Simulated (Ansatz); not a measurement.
# ZrN under a change: N interstitial (started 1.97 Å from the nearest host atom), symmetric start

The reference is a 24-atom supercell of ZrN in the rock salt structure (space group Fm-3m, No. 225; a = 4.552 Å) at its relaxed geometry.

Now apply this change: one N atom is added in an open site, starting 1.97 Å from the nearest host atom, atoms relaxed at fixed cell.

Computed with PBEsol in Ansatz (plane waves to 420 eV, PAW, no SOC). k-mesh 6×5×6 (Γ-centred); smearing 0.05 eV (Fermi–Dirac).

The pressure goes from zero to 10.7 GPa and the largest displacement of a host atom from its site in the perfect cell amounts to 0.29 Å. The final site of the added atom amounts to 4 Zr at 1.99–2.00 Å (tetrahedral).

The cell is small, so the values are those of an ordered compound at a high defect concentration; dilute-limit values will differ. The defect started on the symmetric site and kept its symmetry, so it may sit on a saddle. The final runs are not spin-polarised. An odd electron count without spin: Zr12N13 and ZrN. The defect cell is not spin-polarised.

Ansatz is a quantum-chemistry and plane-wave program.
